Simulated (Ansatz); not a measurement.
## Short convergence ladders for a (100) slab of Hf (cut from a parent of space group no. 225; 4 atoms in the cell)

```
Hf
1.0
    3.17695     0.00000     0.00000
   -3.17695     3.17695     0.00000
    0.00000     0.00000    20.73929
Hf
4
Direct
  0.00000   0.00000   0.44584
  0.00000   0.50000   0.33752
  0.00000   0.00000   0.66248
  0.00000   0.50000   0.55416
```

Base method: LDA (PW92), default PAW files made with PBE (plane waves; Ansatz, a quantum-chemistry and plane-wave program).

Base settings: basis.ecutwfc = 420 eV; kpoints.mp_grid.grid = 13 13 1; hamiltonian.xc = lda; hamiltonian.pseudopotentials = {kind: paw} (the program's default PAW files); scf.occupations.method = fermi_dirac; scf.occupations.width = 0.1 eV.

The count of work is k-points × plane waves × bands × iterations; it is no time. Core times come from one kind of shared machine, to one figure; runs under 30 s give none.

**The vacuum**

The mesh stays at the base's, so the ladder's end is converged at best in this setting alone.

Only quantities that move along the ladder and can be compared are tabulated.

| vacuum between outermost atoms (Å) | free energy less the last step's (meV/atom) | largest difference of a force vector from the last step's (eV/Å) | count of work / last |
|---|---|---|---|
| 3.0 | -439.05 | 1.153 | 0.26 |
| 4.0 | -237.29 | 0.833 | 0.29 |
| 5.0 | -94.50 | 0.385 | 0.25 |
| 6.0 | -29.00 | 0.130 | 0.31 |
| 7.0 | -6.61 | 0.027 | 0.34 |
| 8.0 | -1.08 | 0.014 | 0.36 |
| 10.0 | 0.01 | 0.002 | 0.41 |
| 12.0 | 0.00 | 0.000 | 0.51 |
| 14.0 | 0.00 | 0.000 | 0.51 |
| 17.0 | 0.00 | 0.000 | 0.64 |
| 20.0 | -0.01 | 0.000 | 0.73 |
| 25.0 | 0.00 | 0.000 | 0.77 |
| 30.0 | 0.00 | 0.000 | 1.0 |

Smallest vacuum between outermost atoms (Å) that holds the forces within 0.02 eV/Å of the last step, with all finer ones: 8.0, at 0.36 of the last step's count of work; the step before is off by 0.027 eV/Å.

Smallest vacuum between outermost atoms (Å) that holds the free energy within 5 meV/atom of the last step, with all finer ones: 8.0, at 0.36 of the last step's count of work; the step before is off by 6.6 meV/atom.

**The plane-wave cutoff**

The mesh stays at the base's, so the ladder's end is converged at best in this setting alone.

Only quantities that move along the ladder and can be compared are tabulated.

```tsv
basis.ecutwfc	free energy less the last step's (meV/atom)	largest difference of a force vector from the last step's (eV/Å)	count of work / last
210 eV	4101.67	0.279	0.13
250 eV	979.94	0.011	0.14
295 eV	123.18	0.003	0.19
355 eV	3.68	0.000	0.24
420 eV	1.14	0.000	0.32
505 eV	0.36	0.000	0.46
630 eV	0.15	0.000	0.59
840 eV	0.00	0.000	1.0
```

Coarsest basis.ecutwfc that holds the forces within 0.005 eV/Å of the last step, with all finer ones: 295 eV, at 0.19 of the last step's count of work; the step before is off by 0.011 eV/Å.

Coarsest basis.ecutwfc that holds the free energy within 1 meV/atom of the last step, with all finer ones: 505 eV; the step before is off by 1.1 meV/atom.

**The depth of the slab**

On the (100) slab of Hf (cut from a parent of space group no. 225; 2 atoms in the cell), and deeper slabs.

Surface energy = (E_slab − N e_bulk)/2A, with e_bulk from the bulk crystal on its finest mesh (455 k-points); errors per atom of slab and bulk, whose meshes differ, grow with N. The bulk cell stands at -8.7 GPa at this level, so the slab is strained in the plane.

The mesh stays at the base's, so the ladder's end is converged at best in this setting alone.

Only quantities that move along the ladder and can be compared are tabulated.

| atoms | unrelaxed surface energy (J/m²) | count of work / last | core time / last (rough) |
|---|---|---|---|
| 2 | 1.961 | 0.037 | – |
| 4 | 2.012 | 0.10 | – |
| 6 | 2.006 | 0.23 | 0.2 |
| 8 | 2.008 | 0.33 | 0.4 |
| 10 | 2.008 | 0.47 | 0.4 |
| 14 | 2.007 | 1.0 | 1 |

Smallest size that holds the unrelaxed surface energy within 0.02 J/m² of the last step, with all finer ones: 4, at 0.10 of the last step's count of work; the step before is off by 0.046 J/m².

On the base run: the starting cell comes from a database of computed structures (which also holds hypothetical and non-ambient phases and stackings), without a prior relaxation at this level. The slab is cut from that crystal, and its faces are unrelaxed. Its lattice was rescaled by up to half a per cent. In the base run, forces exceed 1 eV/Å.

Left out of this page: 1 run of the series outside the window shown, repeating another row's setting, or not comparable.

Keys are those of Ansatz 0.2.
